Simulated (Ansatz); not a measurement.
SrO under load (space group I4/mmm), r2SCAN, rigid bands (Ansatz, a quantum-chemistry and plane-wave program). Condition of this run: uniaxial stress along [001] of 1.8 GPa (compression positive) (the target of the relaxation). Band gap 3.72 eV, N_c = 1.43e19 cm⁻³ and N_v = 1.39e20 cm⁻³ at 300 K, conductivity masses along y (a = (0.00, 2.57, 2.53) Å; b = (2.57, 0.00, 2.53) Å; c = (2.57, 2.57, 0.00) Å) of 0.431 mₑ (electrons) and 2.75 mₑ (holes). Take k_BT = 0.02585 eV.

Q: Find the intrinsic carrier density and the intrinsic Fermi level.

A: n_i = √(N_c N_v) exp(−E_g/2k_BT) = 4.46e19 × exp(−71.95) = 2.5e-12 cm⁻³. The level lies (k_BT/2) ln(N_v/N_c) = 29 meV from mid-gap (positive towards the conduction band). Each 0.1 eV added to the gap lowers n_i by a factor of 6.9.

Q: What thermal injection velocity √(2k_BT/πm) limits a ballistic channel along the direction named?

A: 8.20e6 cm/s for electrons and 3.24e6 cm/s for holes, a ratio of √(m_h/m_e) = 2.53, for dilute carriers.

Q: A film of it is 3 nm thick, with its normal along the direction named. Estimate the confinement energies in an infinite well.

A: ħ²π²/(2m t²) = 0.376 eV·nm²/(m/mₑ × t²) gives 96.9 meV for electrons and 15.2 meV for holes, so the gap would widen to about 3.83 eV. Finite barriers and nonparabolic bands lower this, and with several valleys or bands the heaviest mass along the normal sets the lowest level, not this average.

Rigid bands with the computed gap; masses take one relaxation time for all states. Spin-orbit coupling is left out; where it splits the top of the valence band, N_v and the p-type Seebeck coefficient come out somewhat high without it. Geometry: cell and atoms relaxed with PBEsol.
